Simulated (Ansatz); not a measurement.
For CsCl-type PdIn, PBE (Ansatz, a program for electronic structure, plane waves, PAW) gives:

- lattice constant a = 3.306 Å
- bulk modulus = 109 GPa
- cohesive energy = 3.50 eV/atom
- elastic constant C11 = 128 GPa
- elastic constant C44 = 43.3 GPa
- polycrystal shear modulus = 27.2 GPa
- enthalpy of formation = -0.486 eV/atom

Q: What does r²SCAN (Ansatz, PAW) give for the same quantities?

A: 
- lattice constant a: 3.267 Å (shrinks by 1.2 %)
- bulk modulus: 133 GPa (increases by 22 %)
- cohesive energy: 3.82 eV/atom (grows by 0.32 eV/atom)
- elastic constant C11: 154 GPa (rises by 20 %)
- elastic constant C44: 56.0 GPa (increases by 29 %)
- Voigt–Reuss–Hill shear modulus: 33.9 GPa (grows by 25 %)
- formation enthalpy: -0.571 eV/atom (moves by -0.085 eV/atom)

Changes are worked out from the printed values.

Unless a cell is named, each level is at its own relaxed cell (PBE 18.06, r²SCAN 17.44 Å³/atom).

Levels without +SOC leave out spin–orbit coupling, which shifts energies and cells of such heavy elements.

Ansatz's density-functional and Hartree–Fock values are scalar-relativistic unless marked +SOC, with PAW data made under PBE.
